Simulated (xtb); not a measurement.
xtb 6.7.1, GFN2-xTB: C[SiH](C)C#C[SiH2]Cl, 16 atoms. The geometry is a generated start, not checked to be a minimum at this level.

| Item | Result |
|---|---|
| run flags | --grad |
| method | GFN2-xTB |
| --acc | 1 (default) |
| --etemp (K) | 300 (default) |
| basis functions | 55 |
| valence electrons | 40 |

```xyz
16

Si     3.4700    -0.2559     1.2049
Cl     3.4514     0.9989     2.7953
C      1.7882    -0.2699     0.4409
C      0.6937    -0.2897    -0.0773
Si    -0.9974    -0.3307    -0.8505
C     -1.4340     1.4192    -1.4517
C     -2.2323    -0.9078     0.4743
H      3.7975    -1.5965     1.6842
H      4.4384     0.2476     0.2345
H     -0.9394    -1.2787    -1.9756
H     -2.4092     1.4391    -1.9313
H     -0.7050     1.7808    -2.1705
H     -1.4600     2.1263    -0.6270
H     -3.2445    -0.9524     0.0806
H     -2.2393    -0.2337     1.3263
H     -1.9781    -1.8966     0.8430
```

One run each on 1 thread. Values of broydamp tried: 0.02, 0.05, 0.1, 0.2, 0.4 (default), 0.6, 0.8, 1.

Task: Which value of broydamp needs the fewest SCC iterations, and what happens away from it?

Result: Fewest SCC iterations, within one of each other: 0.4 (default) with 16, 0.6 with 15, 0.8 with 16. The count rises to 26 at 0.02. All converge to one solution.

```csv
broydamp,SCC iterations,end
0.02,26,same solution
0.05,22,same solution
0.1,20,same solution
0.2,18,same solution
0.4 (default),16,same solution
0.6,15,same solution
0.8,16,same solution
1,17,same solution
```
